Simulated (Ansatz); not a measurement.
Start from Au in the fcc (Cu type) structure (space group Fm-3m, No. 225; a = 4.0830 Å; relaxed with 0.1 eV smearing). Axes: x, y, z lie along the cube axes.

Level of theory: DFT with PBEsol, PAW potentials and a 420 eV plane-wave cutoff in Ansatz (a quantum-chemistry and plane-wave program), no SOC.

Before the change:

```
Property                        Result
-----------------------------  -------
Shortest interatomic distance  2.887 Å
```

One thing is altered: uniaxial strain ε_zz = +1.00 %, all other strain components held at zero; the atoms relax in the strained cell.

**Question.** How does this affect the energy relative to the base, stress and shortest interatomic distance?

**Answer.** The energy goes up by 1.0 meV/atom; the stress (xx, yy, zz, yz, xz, xy; compression positive) amounts to (-1.6, -1.6, -1.9, 0.0, 0.0, 0.0) GPa; the shortest interatomic distance remains 2.887 Å.

Whether these cells are dynamically stable was not tested.
